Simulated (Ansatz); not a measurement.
Take NiO in the CsCl type structure (space group Pm-3m, No. 221; a = 2.6107 Å; ferromagnetic; a hypothetical phase, not in the database extracts checked; relaxed with 0.1 eV smearing) as the base. Axes: x, y, z lie along the cube axes.

The values are results of PBE (Ansatz, an electronic-structure program, PAW, without spin-orbit coupling), not measurements.

The change: the cell is stretched by 4.08 % along x with no lateral relaxation, atoms relaxed at fixed cell.

Task: Predict the stress tensor and what it implies for the stiffness.

Result: Stress of the strained cell less that of the base (GPa, compression positive):
```
  -12.6     0.0     0.0
    0.0    -3.4     0.0
    0.0     0.0    -3.4
```

Then −Δσ_ii/ε with ε = 0.0408 gives secant stiffness values (nonlinear terms included at this strain): C11 ≈ 308 GPa, C12 ≈ 83 GPa and C13 ≈ 83 GPa.

As a check, the harmonic strain energy −½ V₀ Δσ:ε is 14 meV/atom; the computed energy rise is 15 meV/atom.

Whether these cells are dynamically stable was not tested. No Hubbard U is applied and the magnetic state is the run's own (NiO ferromagnetic); small cells can't hold the antiferromagnetic order that many such compounds have, so gaps and moments can be off.
